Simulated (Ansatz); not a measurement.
Partial pair distribution functions of a relaxed model of amorphous Ga$_{24}$O$_{39}$Mo, broadened by 0.06 Å; density 4.95 g/cm³. Calculation: PBE, scalar-relativistic without spin-orbit coupling (plane waves to 420 eV, PAW; Ansatz, a quantum-chemistry and plane-wave program).

The cell was made by melting and quenching with the CHGNet potential and then relaxed with DFT. O atoms were pushed apart under 1.9 Å during the dynamics, to hinder bonds among them. The hot cell started wider than the set density and was brought back towards it in steps. It is the lowest in DFT energy of 2 quenches. It is a model cell: composition and starting density were chosen by hand, and all elements were melted together. No dispersion term was used. Its density started from a set value of 4.95 and ended at 4.95 g/cm³. Cooling (nominally 220 K/ps over its main leg) ran many orders faster than in experiment, which tends to leave more defects and strain. A cell of this size samples the disorder only roughly. The volume was held where the preparation left it and the shape relaxed, at a PBE pressure of 0.2 GPa.

```tsv
r (Å)	g Ga-O	g O-Mo	g Ga-Ga	g O-O
1.50	0.00	0.00	0.00	0.00
1.60	0.00	0.42	0.00	0.00
1.70	0.28	7.30	0.00	0.00
1.80	4.21	11.02	0.00	0.00
1.90	8.80	2.05	0.00	0.00
2.00	4.55	0.04	0.00	0.00
2.10	1.58	0.00	0.00	0.00
2.20	0.31	0.00	0.00	0.00
2.30	0.18	0.00	0.00	0.00
2.40	0.09	0.00	0.00	0.02
2.50	0.01	0.00	0.00	0.38
2.60	0.01	0.00	0.14	1.23
2.70	0.15	0.00	0.40	1.79
2.80	0.28	0.00	0.57	2.64
2.90	0.35	0.00	1.15	3.17
3.00	0.40	0.05	1.41	2.79
3.10	0.49	0.77	2.67	2.62
3.20	0.60	0.87	3.65	1.68
3.30	0.57	1.42	3.60	1.40
3.40	0.73	2.46	2.23	1.09
3.50	0.86	2.91	1.65	0.73
3.60	1.26	2.38	1.06	0.54
3.70	1.19	0.91	0.45	0.44
3.80	1.21	0.85	0.36	0.65
3.90	1.25	1.42	0.31	0.56
4.00	1.35	0.41	0.52	0.52
4.10	1.05	0.01	0.74	0.45
4.20	1.10	0.17	1.00	0.44
4.30	1.29	1.01	0.48	0.49
4.40	1.35	1.60	0.44	0.54
4.50	1.41	2.74	0.72	0.49
4.60	1.55	1.60	0.66	0.68
```

Within 2.46 Å each Ga has 4.54 O neighbours on average.
